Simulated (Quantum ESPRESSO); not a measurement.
Quantum ESPRESSO run on Na3Al2P2O8F3 (Cmc2_1, 36 atoms in the cell): self-consistent single point.

Level of theory: LDA (PZ), GBRV 1.5 ultrasoft (LDA) pseudopotentials (plane waves; Quantum ESPRESSO).

```xyz
36
Lattice="5.2632 -4.4387 0.0000 5.2632 4.4387 0.0000 0.0000 0.0000 8.8569" Properties=species:S:1:pos:R:3 pbc="T T T"
Na     5.2632     0.2252     8.7608
Na     5.2632    -0.2252     4.3323
Na     5.2632     2.3188     1.9653
Na     5.2632    -2.3188     6.3937
Na     5.2632    -3.4503     3.1498
Na     5.2632     3.4503     7.5782
Al     7.1580    -2.2539     0.0394
Al     3.3683     2.2539     4.4679
Al     3.3683    -2.2539     0.0394
Al     7.1580     2.2539     4.4679
P      7.8764    -0.0057     2.2000
P      2.6500     0.0057     6.6285
P      2.6500    -0.0057     2.2000
P      7.8764     0.0057     6.6285
O      6.9612    -0.8576     1.3085
O      3.5652     0.8576     5.7370
O      3.5652    -0.8576     1.3085
O      6.9612     0.8576     5.7370
O      8.8057    -0.8869     3.0864
O      1.7206     0.8869     7.5148
O      1.7206    -0.8869     3.0864
O      8.8057     0.8869     7.5148
O      8.8353     0.8656     1.3648
O      1.6911    -0.8656     5.7933
O      1.6911     0.8656     1.3648
O      8.8353    -0.8656     5.7933
O      6.9613     0.8921     3.0833
O      3.5651    -0.8921     7.5117
O      3.5651     0.8921     3.0833
O      6.9613    -0.8921     7.5117
F      5.2632    -2.2212     8.8222
F      5.2632     2.2212     4.3938
F      3.7413     2.1605     0.0395
F      6.7851    -2.1605     4.4679
F      6.7851     2.1605     0.0395
F      3.7413    -2.1605     4.4679
```

Reference input (self-consistent single point, DFT, PBEsol, plane waves, GBRV 1.5 ultrasoft (PBESOL) pseudopotentials): ecutwfc = 40 Ry; ecutrho = 200 Ry; occupations = smearing; smearing = gauss; degauss = 0.000734986 Ry; K_POINTS = automatic 2 2 2 0 0 0; conv_thr = 1e-10 Ry. This run's input differs from it in these lines:

```diff
@@ -23,7 +23,7 @@
 ATOMIC_SPECIES
-Na    22.9898  na_pbesol_v1.5.uspp.F.UPF
-Al    26.9815  al_pbesol_v1.uspp.F.UPF
-P     30.9738  p_pbesol_v1.5.uspp.F.UPF
-O     15.9990  o_pbesol_v1.2.uspp.F.UPF
-F     18.9984  f_pbesol_v1.4.uspp.F.UPF
+Na    22.9898  na_lda_v1.5.uspp.F.UPF
+Al    26.9815  al_lda_v1.uspp.F.UPF
+P     30.9738  p_lda_v1.5.uspp.F.UPF
+O     15.9990  o_lda_v1.2.uspp.F.UPF
+F     18.9984  f_lda_v1.4.uspp.F.UPF
 ATOMIC_POSITIONS {crystal}
```

Its files differ too (potentials: GBRV 1.5 ultrasoft (LDA)).

Output (repeated stretches shortened):

```
     Self-consistent Calculation

     iteration #  1     ecut=    40.00 Ry     beta= 0.70

     total energy              =   -1468.60434844 Ry
     estimated scf accuracy    <       6.60146074 Ry

     iteration #  2     ecut=    40.00 Ry     beta= 0.70

     total energy              =   -1470.57565634 Ry
     estimated scf accuracy    <       5.51838705 Ry

     iteration #  3     ecut=    40.00 Ry     beta= 0.70

     total energy              =   -1471.53235479 Ry
     estimated scf accuracy    <       0.03826604 Ry

   [... 8 blocks of this kind left out ...]

     iteration # 12     ecut=    40.00 Ry     beta= 0.70

     total energy              =   -1471.55210304 Ry
     estimated scf accuracy    <          1.7E-10 Ry

     iteration # 13     ecut=    40.00 Ry     beta= 0.70
     End of self-consistent calculation

     the Fermi energy is     6.6313 ev

!    total energy              =   -1471.55210304 Ry
     estimated scf accuracy    <          1.8E-11 Ry
     smearing contrib. (-TS)   =      -0.00000000 Ry
     internal energy E=F+TS    =   -1471.55210304 Ry

     convergence has been achieved in  13 iterations

     Forces acting on atoms (cartesian axes, Ry/au):

     atom    1 type  1   force =     0.00000000   -0.00513486   -0.00394562
     atom    2 type  1   force =    -0.00000000    0.00513486   -0.00394562
     atom    3 type  1   force =     0.00000000    0.00367185    0.00403691
     atom    4 type  1   force =     0.00000000   -0.00367185    0.00403691
     atom    5 type  1   force =     0.00000000    0.00129694   -0.00270470
   [... 27 lines left out ...]
   [... lines left out ...]

     Total force =     0.061904     Total SCF correction =     0.000008

          total   stress  (Ry/bohr**3)                   (kbar)     P=      -71.32
  -0.00051515   0.00000000   0.00000000          -75.78        0.00        0.00
  -0.00000000  -0.00046783   0.00000000           -0.00      -68.82        0.00
   0.00000000   0.00000000  -0.00047157            0.00        0.00      -69.37

   JOB DONE.
```

The run converged in 13 iterations. Against the reference run the pressure goes from -2.52 to -7.13 GPa, the largest force goes from 0.332 to 0.450 eV/Å and the gap on the mesh goes from 4.658 to 4.467 eV.

The starting cell comes from a database of computed structures (which also holds hypothetical and non-ambient phases and stackings), without a prior relaxation at this level. With a pressure of about -7 GPa the cell is away from its equilibrium volume at this level.

Cost on one core of a shared machine: roughly 8 min.
